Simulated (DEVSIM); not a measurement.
Schottky contact on p-type GaAs

Structure: Schottky contact on p-type GaAs, at 300 K.

| layer (left to right) | material | thickness (μm) | Na (cm⁻³) | τn (s) | τp (s) |
|---|---|---|---|---|---|
| 1 | GaAs | 0.330 | 2.4e16 | 8.9e-8 | 8.9e-8 |

Left contact: Schottky, work function 4.934 eV, emission velocity 5.3e6 cm/s. Right contact: ohmic. Voltage is applied to the left contact. Recombination: SRH at mid-gap, radiative. Mobility is μmin + (μ − μmin)/(1 + (N/Nref)^α).

This is a model device: material constants are rounded textbook-type values typed into the input, and sizes, dopings and lifetimes were drawn at random. Values at 300 K.

```csv
parameter,GaAs
gap (eV),1.424
affinity (eV),4.07
permittivity,12.9
Nc (cm⁻³),4.7e17
Nv (cm⁻³),9e18
μn (cm²/Vs),8500
μp (cm²/Vs),400
"μn,min",500
"μp,min",20
"Nref,n",6e16
"Nref,p",1.5e17
αn,0.39
αp,0.38
B (cm³/s),2e-10
```

Model (solved in DEVSIM): 1D drift-diffusion, Boltzmann statistics, complete ionisation; no tunnelling, impact ionisation, image-force lowering or self-heating. Metal contacts follow the ideal Schottky-Mott rule: no Fermi-level pinning, no interface dipoles.

```json
{
 "potential_step_across_the_device_at_zero_bias": "0.407 V",
 "largest_field_in_the_device_at_zero_bias": "50000 V/cm",
 "Dark forward voltage at 1 A/cm²": "0.162 V",
 "Dark forward voltage at 100 A/cm²": "0.289 V"
}
```

Dark forward current:

(V (V), J (A/cm²)): (-0.05, -0.012); (-0.10, -0.095); (-0.15, -0.65); (-0.20, -4.2); (-0.25, -26); (-0.30, -140); (-0.35, -540); (-0.40, -1300); (-0.45, -2400)

Dark reverse current:

```tsv
V (V)	J (A/cm²)
0.20	0.0023
0.50	0.0024
1.00	0.0025
1.50	0.0025
2.00	0.0026
3.00	0.0027
4.00	0.0027
5.00	0.0027
6.50	0.0028
8.00	0.0028
10.00	0.0028
```
